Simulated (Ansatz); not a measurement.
Consider AlP in the zinc blende structure (space group F-43m, No. 216; a = 5.4705 Å).

Method: Kohn–Sham DFT with the PBEsol functional, run in Ansatz (a first-principles code) with PAW and 420 eV plane waves, no spin-orbit coupling.

One change was made to it. Results:

```tsv
quantity	base	after
lattice parameter a	5.471 Å	6.331 Å
band gap	1.45 eV	zero
```

### Question
Name the change that was made.
A) Al → Bi
B) P → C
C) Al → Na

### Answer
C, Al → Na. For comparison, the lattice parameter a in the other runs: Al → Bi gives 6.406 Å; P → C gives 4.630 Å.

Whether these cells are dynamically stable was not tested. As relaxed here, NaP, BiP and AlC are hypothetical phases, not in the database extracts checked. All final runs are without spin polarisation. An odd electron count without spin: AlC.
